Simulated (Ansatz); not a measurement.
Input and output of a self-consistent single point for BaMg₂Sb₂ (P1, 5 atoms in the cell) (Ansatz, a first-principles code).

Computed with LDA (PW92), PAW files made with PBE (plane waves; Ansatz).

The change in words: atoms moved at random. Reference geometry:
```yaml
crystal:
  lattice:
    - [4.79854, 0.00000, 0.00000]
    - [-2.39927, 4.15566, 0.00000]
    - [0.00000, 0.00000, 8.20590]
  atoms:
    - { symbol: Ba, position: [0.00000, 0.00000, 0.00000] }
    - { symbol: Mg, position: [0.66667, 0.33333, 0.37666] }
    - { symbol: Mg, position: [0.33333, 0.66667, 0.62334] }
    - { symbol: Sb, position: [0.66667, 0.33333, 0.73051] }
    - { symbol: Sb, position: [0.33333, 0.66667, 0.26949] }
```

Reference input (self-consistent single point, DFT, LDA (PW92), plane waves, PAW files made with PBE): kpoints.mp_grid.grid = 6 6 3; hamiltonian.xc = lda; hamiltonian.pseudopotentials = {kind: paw} (the program's default PAW files); scf.occupations.method = fixed. This run's input differs from it in these lines:

Ansatz 0.2 input:
```diff
@@ -7,7 +7,7 @@
   atoms:
-    - { symbol: Ba, position: [0.000000, 0.000000, 0.000000] }
-    - { symbol: Mg, position: [0.666667, 0.333333, 0.376660] }
-    - { symbol: Mg, position: [0.333333, 0.666667, 0.623340] }
-    - { symbol: Sb, position: [0.666667, 0.333333, 0.730510] }
-    - { symbol: Sb, position: [0.333333, 0.666667, 0.269490] }
+    - { symbol: Ba, position: [-0.016696, 0.000521, 0.006248] }
+    - { symbol: Mg, position: [0.683282, 0.334602, 0.378683] }
+    - { symbol: Mg, position: [0.325023, 0.678939, 0.620198] }
+    - { symbol: Sb, position: [0.676184, 0.338182, 0.724754] }
+    - { symbol: Sb, position: [0.332207, 0.647755, 0.270118] }
 kpoints:
```

The program printed (abridged):

```
SCF iter   1: F=—  HF=-22259.919011 eV  |F-HF|=—  |Δ(HF+E_count)|=         —  Δρ=2.96e-2  dr2=6.07e0  ethr=3.10e-3  ⟨swp⟩=5.1  Hψ=7360  notcnv=0  defer=205
all-band conjugate gradients solve this SCF's bands
preconditioner: auto → Resta (q_TF=auto, 2.308 Å⁻¹)
SCF iter   2: F=—  HF=-22258.725801 eV  |F-HF|=—  |Δ(HF+E_count)|=    1.19e0  Δρ=1.35e-2  dr2=5.72e-1  ethr=3.10e-3  ⟨swp⟩=3.2  Hψ=4127  notcnv=0  defer=194
   [... lines left out ...]
SCF iter   6: F=—  HF=-22258.611996 eV  |F-HF|=—  |Δ(HF+E_count)|=   1.80e-5  Δρ=1.05e-4  dr2=3.32e-5  ethr=3.28e-7  ⟨swp⟩=2.0  Hψ=3224  notcnv=0  defer=224
SCF iter   7: F=—  HF=-22258.611965 eV  |F-HF|=—  |Δ(HF+E_count)|=   3.07e-5  Δρ=2.76e-5  dr2=2.74e-6  ethr=5.53e-8  ⟨swp⟩=2.0  Hψ=3169  notcnv=0  defer=218
SCF iter   8: F=—  HF=-22258.611966 eV  |F-HF|=—  |Δ(HF+E_count)|=   2.95e-7  Δρ=8.45e-6  dr2=1.85e-7  ethr=4.57e-9  ⟨swp⟩=2.0  Hψ=3114  notcnv=0  defer=218
SCF iter   9: F=-22258.611966 eV  HF=-22258.611966 eV  |F-HF|=1.72e-9  |Δ(HF+E_count)|=   4.98e-8  Δρ=2.36e-6  dr2=1.32e-8  ethr=1.67e-10  ⟨swp⟩=14.2  Hψ=11984  notcnv=0
SCF 1 converged in 9 iterations: F = -22258.611966 eV  dr2 = 1.32e-8
Free energy (F): -22258.611966 eV
Internal energy: -22258.611966 eV  (E = F + TS)
E sigma→0 (E₀):  -22258.611966 eV
Fermi energy:    6.606319 eV
--- Forces (eV/Å), atoms counted from 1 ---
  atom   1  Ba     0.18096517    -0.06492805    -0.22364337
  atom   2  Mg    -0.17850571    -0.18553371    -0.08973987
  atom   3  Mg     0.32063214    -0.08021974     0.12833686
  atom   4  Sb    -0.32510853     0.03254367     0.34260537
  atom   5  Sb     0.00201281     0.29814141    -0.15755422
--- Stress (GPa, compression-positive) ---
       -2.163294       0.328507      -0.216686
        0.328507      -2.277011      -0.022253
       -0.216686      -0.022253      -2.044324
  P = ⅓ Tr σ = -2.1615 GPa (-21.615 kbar)
  The stress holds the Pulay correction. Without it, at fixed plane waves, as pw.x and ABINIT print it: P = -2.1739 GPa
```

The run converged in 9 iterations. Against the reference run the free energy rises by 13.0 meV/atom, the pressure goes from -2.45 to -2.16 GPa, the largest force goes from 0.078 to 0.473 eV/Å and the gap on the mesh goes from 0.826 to 0.709 eV.

The starting cell comes from a database of computed structures (which also holds hypothetical and non-ambient phases and stackings), without a prior relaxation at this level. For this run, on top of that: atoms moved at random. Spin-orbit coupling is off. Ansatz's pressure includes its estimate of the finite-basis (Pulay) stress.
